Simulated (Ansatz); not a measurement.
**Zinc-blende PbSe (model structure): properties by level of theory**

| level (code) | equilibrium lattice constant a (Å) | enthalpy of formation (eV/atom) |
|---|---|---|
| LDA (Ansatz) | ___ | -0.217 |
| PBE (Ansatz) | 6.900 | ___ |
| PBEsol (Ansatz) | 6.786 | ___ |
| r²SCAN (Ansatz) | ___ | -0.429 |

Problem. Complete the blanks.

Solution. 
- LDA (Ansatz, a first-principles code), equilibrium lattice constant a (Å): 6.710
- PBE (Ansatz), enthalpy of formation (eV/atom): -0.384
- PBEsol (Ansatz), enthalpy of formation (eV/atom): -0.266
- r²SCAN (Ansatz), equilibrium lattice constant a (Å): 6.846

Ansatz's density-functional and Hartree–Fock values are scalar-relativistic unless marked +SOC, with PAW data made under PBE.

A model structure was made by putting elements into a prototype or built by hand; it is no filed structure, need not be a known phase, and can be a saddle point held by its symmetry.
